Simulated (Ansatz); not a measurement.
Base system: GeSb$_{2}$Te$_{4}$ (space group R-3m, No. 166; a = 4.248 Å, c = 40.192 Å (hexagonal axes)).

(Cell as relaxed with PBE-D3(BJ).)

Levels (all Ansatz, a first-principles code, PAW): PBE-D3(BJ) (420 eV, spin-orbit coupling left out); r2SCAN+rVV10 (500 eV, no spin-orbit coupling).

Each level relaxes its own structure.

```tsv
quantity	PBE-D3(BJ)	r2SCAN+rVV10
volume per atom	29.91 Å³	(withheld)
lattice parameter a	4.248 Å	(withheld)
lattice parameter c	40.192 Å	(withheld)
band gap	0.10 eV	(withheld)
gap character	direct at T	(withheld)
```

What does r2SCAN+rVV10 give?


- volume per atom, r2SCAN+rVV10: 30.94 Å³
- lattice parameter a, r2SCAN+rVV10: 4.260 Å
- lattice parameter c, r2SCAN+rVV10: 41.355 Å
- band gap, r2SCAN+rVV10: 0.36 eV
- gap character, r2SCAN+rVV10: direct at T

PBE-D3(BJ)'s volume per atom lies 1.03 Å³ below r2SCAN+rVV10's (3.3 %); PBE-D3(BJ)'s lattice parameter a lies 0.012 Å below r2SCAN+rVV10's (0.3 %); PBE-D3(BJ)'s lattice parameter c lies 1.1625 Å below r2SCAN+rVV10's (2.8 %); PBE-D3(BJ)'s band gap lies 0.254 eV below r2SCAN+rVV10's; the two agree on the gap character. Neither level is exact; r2SCAN+rVV10 is the comparison here, not a measurement.

With Sb and Te present, leaving out spin-orbit coupling can change the band edges. No phonon test of stability was made. The D3 term's C6 switches between coordination references near this geometry, which can add small steps to energies. A zero or small gap of GeSb2Te4 can be the functional's error rather than a property of the material.
